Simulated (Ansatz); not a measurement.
The starting structures come from a database of crystals and need not be the phases stable at ambient conditions.

 Where the default PAW files enter, the runs use the earlier of Ansatz's two default sets.

Crystal: Ca$_{2}$H$_{6}$Ru (Fm-3m, not sure to be the ambient phase, 9 atoms a cell, 10.3 Å³ an atom, -2 GPa at this level); planes in its conventional cell.

These are PBEsol (plane waves, PAW; Ansatz, a first-principles code) values and carry that method's errors.

The gap is the functional's own. No spin-orbit coupling. Mid-gap values are interpolated on the energy grid.

```
plane  area of the cell (Å²)  mid-gap κ (1/Å)  largest κ in the gap (1/Å)
-----  ---------------------  ---------------  --------------------------
(001)                   25.9             0.40                        0.47
(110)                   36.6              ___                         ___
(111)                   22.4              ___                         ___
```

Question: The slowest decay depends on the direction. Supply the withheld values.

Answer: 
- (110), mid-gap κ (1/Å): 0.34
- (110), largest κ in the gap (1/Å): 0.41
- (111), mid-gap κ (1/Å): 0.36
- (111), largest κ in the gap (1/Å): 0.43
